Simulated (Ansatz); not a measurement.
# Point-defect migration in zinc-blende BN

Some mobile defects of zinc-blende BN. Calculation: PBE, PAW (plane waves to 420 eV; Ansatz, a first-principles code).

Each figure is the lowest single hop between equivalent sites among the routes that converged and passed our checks, counted from the lowest site run. It need not be the barrier to long-range diffusion, and untried routes may lie lower. Climbing-image NEB, static nuclei, fixed cells, no finite-size correction; on the finer meshes named, energies are single points at the band's geometries. Saddle orders were checked for a part of the study's bands only and are not shown. Vacancies start on their lattice site; split forms were not set up. Charge states are imposed.

| Defect | Route | Hop (Å) | Direction in the unit cell | Neighbours at the saddle | Cell | Barrier (eV) |
|---|---|---|---|---|---|---|
| B vacancy, charge -3 | a nearby B jumps into the vacancy | 2.47 | (0.00, 0.48, -0.48) | B at 2.07, B at 2.09; N at 1.38, 2 N at 1.89, 2 N at 1.92 Å | 64 sites, 3×3×3 shifted | 3.53 |
| N vacancy, charge +3 | a nearby N jumps into the vacancy | 2.52 | (0.00, -0.49, -0.49) | B at 1.38, 2 B at 1.91, 2 B at 2.06 Å | 64 sites, 3×3×3 shifted | 4.98 |
| N vacancy, charge -1 | a nearby N jumps into the vacancy | 2.52 | (0.01, -0.50, -0.49) | B at 1.46, B at 1.56, B at 1.73, B at 1.90; N at 2.08 Å | 64 sites, 3×3×3 shifted | 5.12 |
| N vacancy, charge +1 | a nearby N jumps into the vacancy | 2.53 | (0.00, -0.49, -0.49) | B at 1.44, B at 1.87, B at 1.88, 2 B at 1.93; N at 2.18 Å | 64 sites, 3×3×3 shifted | 7.35 |
